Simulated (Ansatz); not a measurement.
Base system: TiSi₂ (space group Fddd, No. 70; a = 4.780 Å, b = 8.232 Å, c = 8.522 Å). Axes: x, y, z lie along a, b, c of the conventional cell.

The values are results of r2SCAN/PAW in Ansatz (a program for electronic structure), no spin-orbit coupling, earlier PAW set, not measurements.

Base values:

| Property | Value |
|---|---|
| Volume per atom | 13.97 Å³ |
| Pressure | 0.0 GPa |

It is then changed as follows: biaxial strain +0.90 %, plane normal [001], relaxed out of plane (Cartesian); in-plane vectors clamped, the third vector and the atoms free.

Problem. Estimate the effect on the volume per atom, energy relative to the base and pressure.

Solution. The volume per atom grows by 0.22 Å³, from 13.97 Å³ to 14.19 Å³; the energy grows by 2.3 meV/atom; the pressure (mean of the normal stresses, compression positive) goes from zero to -1.9 GPa.

Without a gap, meshes like the base's 13×13×13 leave anisotropic stresses uncertain by several tenths of a GPa, and small strain energies with them. Whether these cells are dynamically stable was not tested. All final runs are without spin polarisation.
